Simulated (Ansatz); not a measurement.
The starting structures come from a database of crystals and need not be the phases stable at ambient conditions.

By PBEsol, the system below comes out a metal.

The ballistic (Sharvin) conductance counts the channels at the Fermi level: G/A = (e²/h) × channels of both spins per area.

Input:

```
CELL_PARAMETERS angstrom
      4.51957     0.00000     0.00000
     -2.25979     3.91407     0.00000
      2.25979     1.30469     1.69095
ATOMIC_POSITIONS crystal
  Te 0.00000 0.50000 0.50000
```

Space group of this cell: R-3m. The cell is strained (lengths across the current scaled by 0.98, ions clamped); by PBEsol its mean pressure is 2.5 GPa.

The current flows along the normal of the first two printed cell vectors, the (001) (indices of the unstrained crystal) plane of the conventional cell. No spin-orbit coupling; the value is a mean over 0.1 eV about the Fermi level.

### Question
Estimate the ballistic conductance per area that PBEsol in Ansatz (a program for electronic structure) returns for this system.

### Answer
1.2 × 10¹⁵ S/m² for both spins.
